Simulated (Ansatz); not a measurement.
# hcp Zr (0 0 1) on cubic SrTiO3 (1 1 1) (film strained to the substrate, started from cuts of the bulks and a machine-learned relaxation; slabs Sr6O18Ti5 and Zr12, which can lie off the formulas)

A periodic stack without vacuum, hcp Zr (0 0 1) on cubic SrTiO3 (1 1 1) (film strained to the substrate, started from cuts of the bulks and a machine-learned relaxation; slabs Sr6O18Ti5 and Zr12, which can lie off the formulas): substrate slab Sr6O18Ti5, film Zr12, surface cells [[-1, 1], [-1, 0]] and [[-1, 1], [-2, -1]], film strained by -0.6 and -0.6 %, outermost planes OSr/OSr and Zr/Zr as cut, which need not be the usual terminations and can put a slab off its formula.

The start was prepared with a machine-learned potential, and the result is one local minimum, with the in-plane cell held and forces under 0.04 eV/Å; the film can end far from its bulk form.

Method: PBE (plane waves to 420 eV, PAW; Ansatz, a program for electronic structure). No spin–orbit coupling; the runs are not spin-polarised; PBE gaps are too small against experiment. Its k-point mesh 6×6×1, Fermi–Dirac width 0.05 eV.

interface area: 26.8 Å²
period: 23.51 Å
heights between the nearest atoms of the two slabs at the two interfaces: 1.31 and 0.53 Å
Sr–Zr contacts across the interfaces within 1.22 times the sum of covalent radii: 13, mean 3.64 Å
O–Zr contacts across the interfaces within 1.22 times the sum of covalent radii: 13, mean 2.23 Å
Ti–Zr contacts across the interfaces within 1.22 times the sum of covalent radii: 3, mean 3.29 Å

```xyz
41
Lattice="5.5674 0.0007 -0.0254 2.7838 4.8204 0.1115 3.1450 1.4201 23.5446" Properties=species:S:1:pos:R:3 pbc="T T T"
Sr     5.5218     3.9803     1.5129
O      1.4370     0.7838    -0.0668
O      2.7924     3.4793     1.4457
O      4.4758     0.8966     0.3777
Sr     2.6932     2.2176     3.5607
Ti     5.4360     0.5457     2.1889
O      6.8976     4.7376     3.4270
O      5.4727     2.2383     3.1345
O      4.1565     4.8132     3.3843
Sr     5.4883     0.5639     5.6797
Ti     5.4719     3.7977     4.6466
O      4.0589     2.9556     5.5911
O      2.7356     0.4824     5.7060
O      6.8397     2.8732     5.6040
Sr     5.4987     3.7209     8.0307
Ti     2.7065     2.1310     6.8580
O      6.9220     1.3140     7.9725
O      8.2300     3.7688     7.9076
O      4.1414     1.4084     7.9594
Sr     2.7249     2.0395    10.2240
Ti     5.5039     0.4749     9.0238
O      6.8513     4.4832    10.2845
O      5.5572     2.0105    10.3181
O      4.0797     4.3630    10.3041
Sr     5.5352     0.3269    12.2545
Ti     5.5212     3.6078    11.3892
O      4.1844     2.8062    12.7335
O      2.6689     0.3160    12.6247
O      6.9277     2.8963    12.6711
Zr     2.7557     1.8787    14.0292
Zr     8.1637     5.4814    15.7124
Zr     5.5694     3.5041    14.3394
Zr     6.3828     2.3699    17.7276
Zr     5.6615     5.1068    17.1856
Zr     9.1395     3.0882    16.9350
Zr     8.5089     2.0040    19.8739
Zr     7.9765     4.8922    19.4650
Zr     5.1958     3.9621    20.0819
Zr     6.1225     1.8789    21.9976
Zr     6.0348     5.3517    23.0213
Zr     8.8352     3.5499    22.3680
```
